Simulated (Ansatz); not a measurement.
# Ru under a change: uniaxial strain ε_zz = −3.00 %

The parent structure is Ru in the hcp (Mg type) structure (space group P6_3/mmc, No. 194; a = 2.676 Å, c = 4.224 Å; relaxed with 0.1 eV smearing). Axes: x lies along a and z along c of the hexagonal cell.

One thing is altered: the cell is compressed by 3.00 % along z with no lateral relaxation, atoms relaxed at fixed cell.

The values are results of LDA (Ansatz, a program for electronic structure), without spin-orbit coupling, not measurements. Γ-centred 25×25×14 mesh, Fermi–Dirac width 0.1 eV.

```tsv
quantity	base	changed	shift
shortest interatomic distance	2.617 Å	2.566 Å	-0.051 Å
energy relative to the base (free energy F)	0 meV/atom	+29 meV/atom	+29 meV/atom
pressure (mean of the normal stresses, compression positive)	0.0 GPa	12.9 GPa	+12.9 GPa
band gap	zero	zero	–
stress (xx, yy, zz, yz, xz, xy; compression positive)	–	(7.0, 7.0, 24.8, 0.0, 0.0, 0.0) GPa	–
```

No phonon test of stability was made. All final runs are without spin polarisation.
